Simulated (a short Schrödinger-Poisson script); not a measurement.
System: MOS inversion layer, Al2O3 on p-type Si(111), at 300 K.

From the gate side: 1.8 nm Al2O3; 1400 nm Si, acceptors 9.8e16 cm⁻³.

The device is made up for the run: typed textbook-type constants, with dimensions and the other settings drawn at random. Al2O3: permittivity 9, conduction-band edge (eV) 2.7, gap (eV) 6.8, electron mass (mₑ) 0.3. Si: permittivity 11.7, conduction-band edge (eV) 0, gap (eV) 1.124, Nv at 300 K (cm⁻³) 3.1e19.

Channel valleys (confinement mass, in-plane density-of-states mass, number): Δ6 0.258, 0.358, 6. At the gate the conduction-band edge of layer 1 lies 3.08 eV − eVg above the Fermi level of the channel; the field vanishes at the back. Gaps are held at their typed values at every temperature. Mesh 0.03 nm at interfaces.

From a short Schrödinger-Poisson script (our own, NumPy): 1D Poisson equation in equilibrium, electrons quantum, Hartree (BenDaniel-Duke, 12 states a valley, the channel's in-plane mass for all, wave functions free to enter the dielectric), parabolic valleys, classical holes, full ionisation, no traps, pinning or gate leakage.

```tsv
Vg (V)	electrons (cm⁻²)	C (μF/cm²)	Δ6 E0 (meV from the Fermi level)
0.25	2.67e9	0.115	238.0
0.3	1.60e10	0.184	191.4
0.35	8.39e10	0.483	148.4
0.4	3.01e11	1.05	115.0
0.45	7.00e11	1.55	92.7
0.5	1.23e12	1.87	77.5
0.55	1.85e12	2.09	66.4
0.6	2.53e12	2.26	57.7
0.65	3.25e12	2.39	50.6
0.7	4.01e12	2.49	44.5
0.75	4.80e12	2.58	39.3
0.8	5.62e12	2.66	34.6
0.85	6.46e12	2.72	30.5
0.9	7.32e12	2.78	26.6
0.95	8.20e12	2.83	23.1
1	9.09e12	2.88	19.9
1.05	1.00e13	2.93	16.8
1.1	1.09e13	2.96	13.9
```

Gate voltages with under 1e9 electrons/cm² are left out.

Q: At Vg = 1.1 V the lowest Δ6 subband lies at 13.9 meV from the Fermi level. How many electrons does it hold, and what share of all?

A: The two-dimensional density of states is g m/(πħ²) = 8.97e11 cm⁻² meV⁻¹ (both spins), kT = 25.9 meV, so n = D kT ln(1 + exp(−E/kT)) = 1.07e13 cm⁻², 0.98 of the 1.09e13 cm⁻² in all.

Q: Compare the slope of the sheet density between 1 and 1.1 V with the geometric capacitance of the layers between gate and channel.

A: q Δn/ΔV = 2.90 μF/cm²; ε0/Σ(t/ε) = 4.43 μF/cm². The ratio is 0.66: the channel acts as a further capacitance in series.
